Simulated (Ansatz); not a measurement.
Fermi-surface data of Mo (Im-3m)

```
CELL_PARAMETERS angstrom
     -1.56830     1.56830     1.56830
      1.56830    -1.56830     1.56830
      1.56830     1.56830    -1.56830
ATOMIC_POSITIONS crystal
  Mo 0.00000 0.00000 0.00000
```

Computed with PBEsol with spin-orbit coupling, rigid bands (plane waves, PAW; Ansatz, a program for electronic structure). Condition of this run: hydrostatic pressure -2 GPa with spin-orbit coupling (the target of the relaxation). Geometry: cell and atoms relaxed with PBEsol, then loaded as said.

```json
{
  "density of states at the Fermi level": "0.583 states/(eV·cell), both spins",
  "bare Sommerfeld coefficient": "1.37 mJ/(mol of atoms·K²)",
  "drude_plasma_energy": "8.7 eV",
  "root-mean-square Fermi velocity": "8.7e5 m/s",
  "resistivity times τ": "6.5 ×10⁻²² Ω·m·s",
  "resistivity_times_mean_free_path": "6.1 ×10⁻¹⁶ Ω·m²"
}
```

A metal at this level (no band gap); rigid bands, thermally averaged at 300 K, both spins. τ is one relaxation time for all states; the product of resistivity and mean free path takes one path for all states instead.
